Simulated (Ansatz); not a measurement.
Take Ti in the hcp (Mg type) structure (space group P6_3/mmc, No. 194; relaxed with 0.1 eV smearing) as the base.

```
CELL_PARAMETERS angstrom
      2.86439     0.00000     0.00000
     -1.43219     2.48063     0.00000
      0.00000     0.00000     4.53728
ATOMIC_POSITIONS crystal
  Ti 0.66667 0.33333 0.75000
  Ti 0.33333 0.66667 0.25000
```

Level of theory: LDA, PAW, 420 eV (Ansatz, a quantum-chemistry and plane-wave program; scalar-relativistic without spin-orbit coupling).

For the base:

The pressure is 0.0 GPa and the band gap is zero.

Now apply this change: an isotropic linear strain of +3.00 %; the atoms relax in the strained cell.

Task: Predict the new energy relative to the base.

Result: The energy increases by 48 meV/atom.

Task: Predict the new pressure.

Result: The pressure (mean of the normal stresses, compression positive) goes from zero to -9.6 GPa.

Task: How does this affect the band gap?

Result: The band gap is still zero.

No phonon test of stability was made. All final runs are without spin polarisation.
